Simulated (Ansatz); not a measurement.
# WS2: response to strain

Base system: WS$_{2}$ (space group P6_3/mmc, No. 194; a = 3.154 Å, c = 12.141 Å; layered, stacked along the Cartesian z axis).

Strains are applied to the cell and any free atomic positions relax.

Calculations: Ansatz (a program for electronic structure), PBE-D3(BJ), PAW, cutoff 420 eV, spin-orbit coupling left out.

| change | smallest direct gap | hole mass | electron mass | width of the top valence band |
|---|---|---|---|---|
| base | 1.83 eV | 0.88 mₑ along c, 0.55 mₑ across (at Γ) | – | 1.88 eV |
| isotropic strain −3.00 % | 1.94 eV | 0.85 mₑ along c, 0.54 mₑ across (at Γ) | 0.34 mₑ along c, 0.42 mₑ across (off the special points) | 1.95 eV |
| isotropic strain −2.40 % | 2.05 eV | 0.85 mₑ along c, 0.54 mₑ across (at Γ) | 0.36 mₑ along c, 0.44 mₑ across (off the special points) | 1.97 eV |
| isotropic strain −1.80 % | 2.06 eV | 0.86 mₑ along c, 0.55 mₑ across (at Γ) | 0.38 mₑ along c, 0.46 mₑ across (off the special points) | 1.94 eV |
| isotropic strain −1.20 % | 1.98 eV | 0.86 mₑ along c, 0.55 mₑ across (at Γ) | 0.40 mₑ along c, 0.50 mₑ across (off the special points) | 1.92 eV |
| isotropic strain −0.60 % | 1.90 eV | 0.87 mₑ along c, 0.55 mₑ across (at Γ) | 0.42 mₑ along c, 0.52 mₑ across (off the special points) | 1.90 eV |

Spin-orbit coupling, missing from the scalar runs, can matter with W. Effective masses come from finite differences of ±0.01 Å⁻¹. Stability against distortions was not tested.
